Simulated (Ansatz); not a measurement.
The starting structures come from a database of crystals and need not be the phases stable at ambient conditions.

 Where the default PAW files enter, the runs use the earlier of Ansatz's two default sets.

Given:

```
O2Si
1.0
    4.93078     0.00000     0.00000
    2.37805     4.40403     0.00000
    0.00000     0.00000     8.17971
Si O
4 8
Direct
  0.41854   0.34949   0.93778
  0.58146   0.65051   0.43778
  0.25425   0.30622   0.56366
  0.74575   0.69378   0.06366
  0.54882   0.59022   0.94627
  0.45118   0.40978   0.44627
  0.34922   0.30944   0.75069
  0.65078   0.69056   0.25069
  0.89089   0.53410   0.54542
  0.10911   0.46590   0.04542
  0.32250   0.96944   0.51129
  0.67750   0.03056   0.01129
```

Space group of this cell: P2_1. The cell is taken as given.

These are r2SCAN (plane waves, PAW; Ansatz, a quantum-chemistry and plane-wave program) values and carry that method's errors.

The current runs along the normal of the first two printed vectors; no spin-orbit coupling. Scaled by the factor s: the length along the current (ions clamped). Meshes 8×8×4 and 8×8 across the current in all rows.

```tsv
s	mean pressure (GPa)	band gap (eV)
0.97	5.9	?
1.00	0.1	6.35
1.03	-4.6	6.20
```

**Question.** Take the slope of the band gap against ln s from the two given rows, extrapolate to s = 0.97, and say what the run there gives.

**Answer.** Slope = (6.20 − 6.35) / ln 1.03 = -5.07 eV. The line gives 6.35 + (-5.07) × ln 0.97 = 6.50 eV. The run gives 6.43 eV, 0.07 eV under the line, 48 % of the predicted step.
